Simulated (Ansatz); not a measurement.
Consider the following.

Host crystal: anatase TiO2, with a band gap (PBE, scalar-relativistic without spin-orbit coupling).

End structure of H2O on the 1x1 (101) surface of anatase TiO2 (cut with top plane O), one in a 2x1 cell, started at the site 'hollow O-O-O over O at depth 4.4 Å':

```xyz
39
Lattice="7.5975 0.0000 0.0000 1.8994 5.2090 0.0000 0.0000 0.0000 28.5000" Properties=species:S:1:pos:R:3 pbc="T T T"
O      1.8994     2.2734     9.5548
O      5.6981     2.2734     9.5548
Ti     1.8994     3.8696    10.4672
Ti     5.6981     3.8696    10.4672
O      3.7988     4.3968    10.2347
O      7.5975     4.3968    10.2347
O      3.7988     0.6610    10.9426
O      7.5975     0.6610    10.9426
Ti     1.8994     1.0646    10.9433
Ti     5.6981     1.0646    10.9433
O      1.8994     2.8956    11.9562
O      5.6981     2.8956    11.9562
O      1.8994     0.6402    13.0347
O      5.6981     0.6402    13.0347
Ti     1.9026     2.3904    13.9394
Ti     5.6962     2.4071    13.9514
O      3.7978     2.8152    14.0071
O      7.5995     2.8286    13.9831
O      1.9042     4.3292    14.5026
O      5.6942     4.3286    14.5153
Ti     3.7936     4.7443    14.5782
Ti     7.6037     4.7430    14.5345
O      1.8848     1.3004    15.4549
O      5.7169     1.3085    15.4533
O      3.7864     4.2784    16.6091
O      7.6065     4.2820    16.5293
Ti     1.9079     0.9119    17.5069
Ti     5.6918     0.9435    17.5031
O      3.7984     1.3594    17.4779
O      7.6029     1.3313    17.5386
O      1.8841     2.8117    18.2758
O      5.7172     2.7878    18.2786
Ti     3.7912     3.3264    18.1788
Ti     7.6050     3.3338    18.0287
O      3.8597     4.9994    18.9823
O      7.5577     4.9566    18.9269
O      3.7738     2.2159    20.2445
H      4.5995     1.7005    20.3117
H      3.0747     1.5321    20.2041
```

Set-up: 39 atoms, 9.4 Å thick at the start under the adsorbate (thin: gaps and levels are the slab's own); mesh 3x4x1; 0.01 eV smearing; dipole correction on; 14 atoms held, the rest relaxed; no symmetry held; no spin, no spin-orbit, no U, no dispersion correction. At the end it is bonded to Ti. In PBE it is, or lies within 0.03 eV of, the lowest of the starts that converged.

A negative adsorption energy means that the adsorbate is more stable on the surface than in its reference.

Question: What is the computed adsorption energy against H2O(g) (Ansatz (an electronic-structure program) with PBE)?

Answer: -606 meV

Question: Predict the gap of the slab on its k-mesh from PBE.

Answer: 2.50 eV

Question: Give the change of the step from the bottom to the top vacuum level, against the clean slab at the level PBE.

Answer: -0.59 eV

Question: Predict the highest filled level below the top vacuum level from PBE.

Answer: 6.85 eV
